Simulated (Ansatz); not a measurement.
Ansatz (a first-principles code) run on SrSi (Cm, 4 atoms in the cell): self-consistent single point.

Computed with PBEsol, default PAW files made with PBE (plane waves; Ansatz).

The change in words: lattice scaled by 0.98; basis.ecutwfc: 30.9 Ry → 14 Ry. Reference geometry:
```
CELL_PARAMETERS angstrom
      2.42164    -5.67650     0.00000
      2.42164     5.67650     0.00000
      0.00000     0.00000     4.06799
ATOMIC_POSITIONS crystal
  Sr 0.36129 0.63871 0.26229
  Sr 0.63871 0.36129 0.75000
  Si 0.06371 0.93629 0.25000
  Si 0.93629 0.06371 0.75000
```

Reference input (self-consistent single point, DFT, PBEsol, plane waves, default PAW files made with PBE): basis.ecutwfc = 30.9 Ry; kpoints.mp_grid.grid = 5 5 5; hamiltonian.xc = pbesol; hamiltonian.pseudopotentials = {kind: paw} (the program's default PAW files); scf.occupations.method = fermi_dirac; scf.occupations.width = 0.0073 Ry. This run's input differs from it in these lines:

Ansatz 0.2 input:
```diff
@@ -3,5 +3,5 @@
   lattice:
-    - [2.42163800, -5.67649900, 0.00000000]
-    - [2.42163800, 5.67649900, 0.00000000]
-    - [0.00000000, 0.00000000, 4.06798700]
+    - [2.37320500, -5.56296900, 0.00000000]
+    - [2.37320500, 5.56296900, 0.00000000]
+    - [0.00000000, 0.00000000, 3.98662700]
   atoms:
@@ -12,3 +12,3 @@
 basis:
-  ecutwfc: 30.9 Ry
+  ecutwfc: 14.0 Ry
 kpoints:
```

Output (repeated stretches shortened):

```
SCF iter   1: F=—  HF=-8228.034424 eV  |F-HF|=—  |Δ(HF+E_count)|=         —  Δρ=1.52e-2  dr2=1.37e-1  ethr=1.77e-3  ⟨swp⟩=6.1  Hψ=3712  notcnv=0
all-band conjugate gradients solve this SCF's bands
preconditioner: auto → Kerker (q_TF=auto, 2.188 Å⁻¹)
SCF iter   2: F=—  HF=-8228.015374 eV  |F-HF|=—  |Δ(HF+E_count)|=   1.91e-2  Δρ=7.86e-3  dr2=4.22e-2  ethr=4.88e-4  ⟨swp⟩=1.0  Hψ=1014  notcnv=0
SCF iter   3: F=—  HF=-8228.004834 eV  |F-HF|=—  |Δ(HF+E_count)|=   1.05e-2  Δρ=5.61e-4  dr2=7.97e-4  ethr=1.51e-4  ⟨swp⟩=2.2  Hψ=1176  notcnv=0
SCF iter   4: F=—  HF=-8228.004854 eV  |F-HF|=—  |Δ(HF+E_count)|=   1.97e-5  Δρ=1.95e-4  dr2=6.06e-5  ethr=2.85e-6  ⟨swp⟩=3.0  Hψ=1382  notcnv=0
SCF iter   5: F=—  HF=-8228.004737 eV  |F-HF|=—  |Δ(HF+E_count)|=   1.17e-4  Δρ=4.82e-5  dr2=3.85e-6  ethr=2.16e-7  ⟨swp⟩=2.7  Hψ=1324  notcnv=0
SCF iter   6: F=—  HF=-8228.004737 eV  |F-HF|=—  |Δ(HF+E_count)|=   1.68e-7  Δρ=1.32e-5  dr2=2.96e-7  ethr=1.37e-8  ⟨swp⟩=2.1  Hψ=987  notcnv=0
SCF iter   7: F=-8228.004737 eV  HF=-8228.004737 eV  |F-HF|=6.67e-9  |Δ(HF+E_count)|=   3.15e-8  Δρ=2.42e-6  dr2=1.54e-8  ethr=3.57e-10  ⟨swp⟩=5.4  Hψ=3250  notcnv=0
SCF 1 converged in 7 iterations: F = -8228.004737 eV  dr2 = 1.54e-8
Free energy (F): -8228.004737 eV
Internal energy: -8227.959215 eV  (E = F + TS)
E sigma→0 (E₀):  -8227.981976 eV
Entropy (-TS):   -0.045522 eV (-11.380 meV/atom)
Fermi energy:    8.197160 eV
--- Forces (eV/Å), atoms counted from 1 ---
  atom   1  Sr    -0.00000000     0.15633933    -0.17021084
  atom   2  Sr     0.00000000    -0.15348654     0.04314804
  atom   3  Si     0.00000000    -0.18665104     0.01242698
  atom   4  Si    -0.00000000     0.18379797     0.11463930
--- Stress (GPa, compression-positive) ---
        1.045926       0.000000      -0.000000
        0.000000       2.274900      -0.195409
       -0.000000      -0.195409       2.228580
  P = ⅓ Tr σ = 1.8498 GPa (18.498 kbar)
  The stress holds the Pulay correction. Without it, at fixed plane waves, as pw.x and ABINIT print it: P = -8.2591 GPa
```

The run converged in 7 iterations. Against the reference run the free energy rises by 368 meV/atom, the pressure goes from -1.93 to 1.85 GPa and the largest force goes from 0.150 to 0.231 eV/Å.

The starting cell comes from a database of computed structures (which also holds hypothetical and non-ambient phases and stackings), without a prior relaxation at this level. Its lattice was rescaled by up to half a per cent. One atom was moved a little off its site on purpose. For this run, on top of that: lattice scaled by 0.98. Ansatz's pressure includes its estimate of the finite-basis (Pulay) stress. Without the estimate this run gives -8.26 GPa. The cutoff lies below the one recommended for these files.
